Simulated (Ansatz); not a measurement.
SiGe (model structure, started from the NiAs type, P6₃/mmc, No. 194, 4 atoms in the cell) was calculated with PBEsol in Ansatz (PAW).

Settings: plane-wave cutoff 520 eV, 18×18×12 k mesh (along the axes of the cell as run), Fermi–Dirac smearing 0.05 eV, scalar-relativistic PAW data made under PBE.

Cell (relaxed at this level):

```xyz
4
Lattice="3.5374 0.0000 0.0000 -1.7687 3.0635 0.0000 0.0000 0.0000 6.4717" Properties=species:S:1:pos:R:3 pbc="T T T"
Ge     0.0000     0.0000     0.0000
Ge     0.0000     0.0000     3.2358
Si     0.0000     2.0423     1.6179
Si     1.7687     1.0212     4.8537
```

Q: Give the computed bulk modulus.

A: 
- bulk modulus = 80.5 GPa

The run finds no gap.

Note: the bulk modulus is −V dP/dV from two relaxed cells at ±2 % in volume; the relaxation could raise the start's symmetry but not lower it, so the cell can be a saddle point.

Computed values are for the static lattice.

A model structure was made by putting elements into a prototype or built by hand; it is no filed structure, need not be a known phase, and can be a saddle point held by its symmetry.

Ansatz is an electronic-structure program.
